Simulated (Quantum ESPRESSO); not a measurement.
Worked example: self-consistent single point of InGa2N3 (Cmc2_1, 12 atoms in the cell) in Quantum ESPRESSO.

Computed with Wu-Cohen GGA, PseudoDojo standard norm-conserving (PBE) pseudopotentials (plane waves; Quantum ESPRESSO).

```
CELL_PARAMETERS angstrom
      5.00434     2.88652     0.00000
     -5.00434     2.88652     0.00000
      0.00000     0.00000     5.39030
ATOMIC_POSITIONS crystal
  In 0.67474 0.67474 0.01030
  In 0.32526 0.32526 0.51030
  Ga 0.99291 0.33385 0.00742
  Ga 0.00709 0.66615 0.50742
  Ga 0.33385 0.99291 0.00742
  Ga 0.66615 0.00709 0.50742
  N  0.97318 0.33368 0.64112
  N  0.02682 0.66632 0.14112
  N  0.33368 0.97318 0.64112
  N  0.66632 0.02682 0.14112
  N  0.69256 0.69256 0.60461
  N  0.30744 0.30744 0.10461
```

Reference input (self-consistent single point, DFT, LDA (PW92), plane waves, PseudoDojo standard norm-conserving (LDA) pseudopotentials): ecutwfc = 85 Ry; occupations = fixed; potentials = {In: In.upf, Ga: Ga.upf, N: N.upf}; K_POINTS = automatic 3 3 3 0 0 0; nbnd = 58; conv_thr = 1e-10 Ry; mixing_beta = 0.4. This run's input differs from it in these lines:

```diff
@@ -19,2 +19,3 @@
   nbnd = 58,
+  input_dft = 'wc',
 /
```

Its files differ too (potentials: PseudoDojo standard norm-conserving (PBE)).

Log, with long lists cut:

```
     Self-consistent Calculation

     iteration #  1     ecut=    85.00 Ry     beta= 0.40

---- Real-time Memory Report at c_bands before calling an iterative solver
           248 MiB given to the printing process from OS
           202 MiB allocation reported by mallinfo(arena+hblkhd)
------------------

     total energy              =   -1000.09217660 Ry
     estimated scf accuracy    <       3.06084238 Ry

     iteration #  2     ecut=    85.00 Ry     beta= 0.40

---- Real-time Memory Report at c_bands before calling an iterative solver
           283 MiB given to the printing process from OS
   [... lines left out ...]

---- Real-time Memory Report at c_bands before calling an iterative solver
           312 MiB given to the printing process from OS
           288 MiB allocation reported by mallinfo(arena+hblkhd)
------------------

     total energy              =   -1000.90450174 Ry
     estimated scf accuracy    <          1.5E-09 Ry

     iteration # 13     ecut=    85.00 Ry     beta= 0.40

---- Real-time Memory Report at c_bands before calling an iterative solver
           312 MiB given to the printing process from OS
           288 MiB allocation reported by mallinfo(arena+hblkhd)
------------------
     End of self-consistent calculation

     highest occupied, lowest unoccupied level (ev):     9.8695   10.6794

!    total energy              =   -1000.90450174 Ry
     estimated scf accuracy    <          2.8E-11 Ry

     convergence has been achieved in  13 iterations

     Forces acting on atoms (cartesian axes, Ry/au):

     atom    1 type  1   force =     0.00000000   -0.00002169   -0.00048147
     atom    2 type  1   force =     0.00000000    0.00002169   -0.00048147
     atom    3 type  2   force =     0.00001251   -0.00002733   -0.00010241
     atom    4 type  2   force =    -0.00001251    0.00002733   -0.00010241
     atom    5 type  2   force =    -0.00001251   -0.00002733   -0.00010241
     atom    6 type  2   force =     0.00001251    0.00002733   -0.00010241
   [... lines left out ...]

     Total force =     0.002594     Total SCF correction =     0.000007

          total   stress  (Ry/bohr**3)                   (kbar)     P=      -39.39
  -0.00026966   0.00000000   0.00000000          -39.67        0.00        0.00
   0.00000000  -0.00026866   0.00000000            0.00      -39.52        0.00
   0.00000000   0.00000000  -0.00026489            0.00        0.00      -38.97

   JOB DONE.
```

The run converged in 13 iterations. Against the reference run the pressure goes from -9.77 to -3.94 GPa, the largest force goes from 0.067 to 0.032 eV/Å and the gap on the mesh goes from 0.916 to 0.810 eV. The full log also holds: “c_bands:  1 eigenvalues not converged”.

The starting cell comes from a database of computed structures (which also holds hypothetical and non-ambient phases and stackings), without a prior relaxation at this level. With a pressure of about -4 GPa the cell is away from its equilibrium volume at this level.

Cost on one core of a shared machine: roughly 2 min.
